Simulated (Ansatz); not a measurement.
Start from Pd in the fcc (Cu type) structure (space group Fm-3m, No. 225; a = 3.910 Å; relaxed with 0.1 eV smearing). Axes: x, y, z lie along the cube axes.

All numbers come from Ansatz (a program for electronic structure), r2SCAN, PAW, cutoff 500 eV, scalar-relativistic without spin-orbit coupling.

It is then changed as follows: every lattice vector is shortened by 2.00 %; the atoms relax in the strained cell.

Question: Predict the stress tensor and what it implies for the stiffness.

Answer: Stress of the strained cell less that of the base (GPa, compression positive):
```
   13.1     0.0     0.0
    0.0    13.1     0.0
    0.0     0.0    13.1
```

Then B = −ΔP/(ΔV/V₀) with ΔV/V₀ = -0.0588 gives secant stiffness values (nonlinear terms included at this strain): B ≈ 223 GPa.

As a check, the harmonic strain energy −½ V₀ Δσ:ε is 37 meV/atom; the computed energy rise is 34 meV/atom.

No phonon test of stability was made. The final runs are not spin-polarised. Pd has a high density of states at the Fermi level and may be magnetic at this level.
